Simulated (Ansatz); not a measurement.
An Ansatz (a quantum-chemistry and plane-wave program) run: Mg2Ge; DFT with PBE, PAW potentials and a 420 eV plane-wave cutoff in Ansatz, no spin-orbit coupling, earlier PAW set.

Input:

Ansatz 0.2 input:
```yaml
crystal:
  lattice:
    - [0, 3.2105834404, 3.2105834404]
    - [3.2105834404, 0, 3.2105834404]
    - [3.2105834404, 3.2105834404, 0]
  atoms:
    - { symbol: Ge, position: [0, 0, 0] }
    - { symbol: Mg, position: [0.25, 0.25, 0.25] }
    - { symbol: Mg, position: [0.75, 0.75, 0.75] }
basis: { ecutwfc: 420, ecutrho_ratio: 4, xc_grid: 2, fft_grid_basis: typed }
kpoints: { mp_grid: { grid: [9, 9, 9] } }
hamiltonian:
  xc: pbe
  dispersion: none
  pseudopotentials: { azcp: { folder: ./paw }, kind: paw }
scf: { occupations: { method: fermi_dirac, width: 0.05 }, convergence: { dr2_threshold: 0.0000000003 } }
output: { forces: true, stress: true }
```

Output:

```
WARN ansatz: RAYON_NUM_THREADS=2 ignored (pool sized by the plan → 2); use --threads N
Pseudopotentials: kind: paw
Pseudopotential: Ge, paw, valence charge 14
Pseudopotential: Mg, paw, valence charge 10
Functional definition: PBE
Crystal: 3 atoms, lattice volume = 66.188 Å³
Basis set: ecut = 420 eV, 1291 PW (Γ), exchange–correlation on 64×64×64 points (8 copies of the dense FFT grid, shifted against one another)
Bands: 21, of which v1, the nominal top of the filled ones, is band 17 counted from 1 (16 counted from 0)
Symmetry: 48 space group operations
Space group: Fm-3m (ITA 225), of the structure as read, at distance tolerance 4.0e-5 Å
k-points: 35 of 729
Initial density: superposition of atomic densities (chi_scale 0.1, normalization cell, long waves kept (reshape's long-wave potential 0.00 eV rms))
Initial wavefunctions: pseudopotential atomic-orbital guess
Eigensolver: davidson
Functional: x = pbe(κ = 0.804, μ = 0.2195149727645171), c = pbe(β = 0.06672455060314922)
SCF iter   1: F=—  HF=-8143.461707 eV  |F-HF|=—  |Δ(HF+E_count)|=         —  Δρ=3.22e-2  dr2=5.40e-1  ethr=3.10e-3  ⟨swp⟩=6.0  Hψ=3260  notcnv=0
all-band conjugate gradients solve this SCF's bands
preconditioner: auto → none
SCF iter   2: F=—  HF=-8143.399685 eV  |F-HF|=—  |Δ(HF+E_count)|=   6.20e-2  Δρ=1.34e-2  dr2=9.05e-2  ethr=1.59e-3  ⟨swp⟩=2.0  Hψ=1470  notcnv=0
SCF iter   3: F=—  HF=-8143.421412 eV  |F-HF|=—  |Δ(HF+E_count)|=   2.17e-2  Δρ=3.16e-3  dr2=6.04e-3  ethr=2.66e-4  ⟨swp⟩=2.0  Hψ=1190  notcnv=0
SCF iter   4: F=—  HF=-8143.419991 eV  |F-HF|=—  |Δ(HF+E_count)|=   1.42e-3  Δρ=1.40e-3  dr2=5.48e-4  ethr=1.78e-5  ⟨swp⟩=2.0  Hψ=1212  notcnv=0
SCF iter   5: F=—  HF=-8143.420345 eV  |F-HF|=—  |Δ(HF+E_count)|=   3.53e-4  Δρ=2.66e-4  dr2=4.67e-5  ethr=1.61e-6  ⟨swp⟩=2.0  Hψ=1050  notcnv=0
SCF iter   6: F=—  HF=-8143.420321 eV  |F-HF|=—  |Δ(HF+E_count)|=   2.41e-5  Δρ=1.61e-5  dr2=7.08e-8  ethr=1.37e-7  ⟨swp⟩=2.3  Hψ=935  notcnv=0
SCF iter   7: F=—  HF=-8143.420323 eV  |F-HF|=—  |Δ(HF+E_count)|=   2.43e-6  Δρ=3.75e-6  dr2=3.38e-9  ethr=2.08e-10  ⟨swp⟩=2.7  Hψ=1433  notcnv=0
SCF iter   8: F=-8143.420323 eV  HF=-8143.420323 eV  |F-HF|=2.18e-11  |Δ(HF+E_count)|=   6.16e-9  Δρ=3.02e-7  dr2=6.62e-11  ethr=1.00e-12  ⟨swp⟩=5.0  Hψ=2637  notcnv=0
SCF 1 converged in 8 iterations: F = -8143.420323 eV  dr2 = 6.62e-11
SCF converged after 8 iterations
Free energy (F): -8143.420323 eV
Harris-Foulkes:  -8143.420323 eV  (|F-HF|=2.18e-11)
Internal energy: -8143.419682 eV  (E = F + TS)
E sigma→0 (E₀):  -8143.420002 eV
Entropy (-TS):   -0.000641 eV (-0.214 meV/atom)
Fermi energy:    6.817706 eV
--- Per-component energies (eV) ---
  E_band       = -859.544978
  E_kinetic    = 232.746015
  E_local      = -5732.639727  (includes V_loc(G=0)·N_el)
  E_nonlocal   = 607.718273
  E_hartree    = 2272.873935
  E_xc         = -124.633358
  E_vxc        = -133.526540  (∫ρ·V_xc dr)
  E_paw        = -2615.794237  (= ΣΔE_a)
  E_vpaw       = -379.590563  (= ΣTr[D̂ρ^β])
  E_aug_tail   = -0.000299  (compensation charges beyond the density's cutoff)
  E_ewald      = -2783.690284
  E_smearing   = -0.000641  (= −TS)
  E_closure    = -0.000000  (closes the sum)
  Σ components = -8143.420323   (vs F -8143.420323, Δ=0.00e0)
  [band-id]    e_kinetic+e_local+e_nonlocal+2·e_hartree+e_vxc+e_vpaw+e_augmentation_tail = -859.544970   (vs E_band -859.544978, Δ=7.34e-6)
--- Forces (eV/Å), atoms counted from 1 ---
  atom   1  Ge    -0.00000000     0.00000000    -0.00000000
  atom   2  Mg     0.00000000    -0.00000000    -0.00000000
  atom   3  Mg    -0.00000000     0.00000000    -0.00000000
  max |Σ_I F_I| component: 2.78e-17 eV/Å
--- Stress (GPa, compression-positive) ---
       -0.000169      -0.000000      -0.000000
       -0.000000      -0.000169      -0.000000
       -0.000000      -0.000000      -0.000169
  P = ⅓ Tr σ = -0.0002 GPa (-0.002 kbar)
  The stress holds the Pulay correction. Without it, at fixed plane waves, as pw.x and ABINIT print it: P = -0.0102 GPa
  The stress includes an estimate of the error left by incomplete SCF convergence (largest component -0.0000 GPa).
--- Band table ---
  band table: none
```

No phonon test of stability was made. The cell is Mg$_{2}$Ge in the anti-fluorite structure (space group Fm-3m, No. 225).
